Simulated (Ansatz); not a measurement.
## HfO₂ (model structure, started from the 3R-MoS2 type, R3m, No. 160, 3 atoms in the cell)

These are PBEsol (Ansatz, an electronic-structure program, PAW) values and carry that method's errors.

Settings: plane-wave cutoff 520 eV, 12×12×12 k mesh, Fermi–Dirac smearing 0.01 eV, scalar-relativistic PAW data made under PBE.

Cell (relaxed with PBE-D3(BJ)):

```
CELL_PARAMETERS angstrom
      1.55529     0.89794     4.82079
     -1.55529     0.89794     4.82079
      0.00000    -1.79589     4.82079
ATOMIC_POSITIONS crystal
  Hf 0.99979 0.99979 0.99979
  O  0.74706 0.74706 0.74706
  O  0.58645 0.58645 0.58645
```

band gap: 1.34 eV
smallest direct gap on the k points sampled: 1.96 eV
Γ–Γ gap: 2.61 eV

Note: the relaxation could raise the start's symmetry but not lower it, so the cell can be a saddle point; cell and atoms aren't relaxed at this level (largest force component 0.32 eV/Å, pressure -3.2 GPa).

Spin–orbit coupling is not included.

Static lattice: no zero-point or thermal effects.

It cost roughly 23 core-seconds of CPU time.

A model structure was made by putting elements into a prototype or built by hand; it is no filed structure, need not be a known phase, and can be a saddle point held by its symmetry.
